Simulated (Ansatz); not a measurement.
# GaAs: response to strain

Base system: GaAs in the zinc blende structure (space group F-43m, No. 216; a = 5.6667 Å). Axes: x, y, z lie along the cube axes.

Strains are applied to the cell and any free atomic positions relax; under biaxial strain the out-of-plane vector relaxes too.

Calculations: r2SCAN/PAW in Ansatz (a first-principles code), no spin-orbit coupling.

Candidates:
(a) biaxial strain −3.43 %, plane normal [001], relaxed out of plane
(b) tensor shear ε_xz = −0.70 %
(c) tensor shear ε_xz = +3.59 %
(d) uniaxial strain ε_xx = +2.17 %

Base values:

The band gap is 0.96 eV.

Order them by band gap, highest first.

(a) biaxial strain −3.43 %, plane normal [001], relaxed out of plane (1.12 eV), (b) tensor shear ε_xz = −0.70 % (0.90 eV), (d) uniaxial strain ε_xx = +2.17 % (0.74 eV), (c) tensor shear ε_xz = +3.59 % (0.55 eV)

Stability against distortions was not tested.
